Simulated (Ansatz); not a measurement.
Start from Cu₂O (space group Pn-3m, No. 224; a = 4.299 Å).

(Cell as relaxed with PBE.)

Levels (all Ansatz, a quantum-chemistry and plane-wave program, PAW, earlier PAW set): PBE (420 eV, scalar-relativistic without spin-orbit coupling); PBEsol (420 eV, no spin-orbit coupling).

Each level relaxes its own structure.

```json
[
 {"base": "volume per atom", "PBE": "13.24 Å³", "PBEsol": "12.54 Å³"},
 {"base": "lattice parameter a", "PBE": "4.299 Å", "PBEsol": "4.222 Å"},
 {"base": "band gap", "PBE": "0.47 eV", "PBEsol": "0.56 eV"}
]
```

Now apply this change: full substitution Cu → Al, then cell and atoms are relaxed.

| quantity | PBE | PBEsol |
|---|---|---|
| shortest interatomic distance | 1.886 Å | 1.873 Å |
| band gap | zero | zero |

PBE's shortest interatomic distance lies 0.013 Å above PBEsol's (0.7 %); the two agree on the band gap. Neither level is exact; PBEsol is the comparison here, not a measurement.

Stability against distortions was not tested. As relaxed here, Al2O is a hypothetical phase, not in the database extracts checked. No Hubbard U is applied. The final runs are not spin-polarised.
